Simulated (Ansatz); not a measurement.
For Au (P6₃/mmc, No. 194; start COD 1545302; another form than the element's usual one), PBEsol (Ansatz, an electronic-structure program, plane waves, PAW) gives:

- lattice parameter a: 2.865 Å
- lattice parameter c: 4.792 Å
- bulk modulus B0: 172 GPa
- cohesive energy: 3.72 eV/atom

Question: What does r²SCAN (Ansatz, plane waves, PAW) give for the same quantities?

Answer: 
- lattice constant a: 2.895 Å (goes up by 1.0 %)
- lattice parameter c: 4.843 Å (increases by 1.1 %)
- bulk modulus: 151 GPa (decreases by 12 %)
- cohesive energy: 3.42 eV/atom (falls by 0.30 eV/atom)

Changes are worked out from the printed values.

Unless a cell is named, each level is at its own relaxed cell (PBEsol 17.03, r²SCAN 17.58 Å³/atom).

Levels without +SOC leave out spin–orbit coupling, which shifts energies and cells of such heavy elements.

Caveats: the bulk modulus is −V dP/dV from two relaxed cells at ±2 % in volume (PBEsol, r²SCAN); the relaxation could not lower the start's symmetry, so the cell can be a saddle point above a distorted one (PBEsol, r²SCAN). Ansatz's density-functional and Hartree–Fock values are scalar-relativistic unless marked +SOC, with PAW data made under PBE.
